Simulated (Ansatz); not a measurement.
Here is the system:

```
AlAs
1.0
    4.01340     0.00000     0.00000
    0.00000     4.01340     0.00000
    2.00670     2.00670     2.83790
Al As
1 1
Cartesian
  0.00000   0.00000   0.00000
  2.00670   4.01340   1.41895
```

The cell is taken as given.

Transport runs along the normal of the first two printed cell vectors, the (001) plane of the conventional cell.

The gap is the functional's own. No spin-orbit coupling. Mid-gap values are those at the computed energy nearest the middle.

Question: Compute, with PBEsol (Ansatz, an electronic-structure program), the band gap and the smallest decay constant κ at mid-gap.

Answer: Gap 1.34 eV on a 10×10×10 mesh; κ = 0.112 1/Å, at the zone centre.
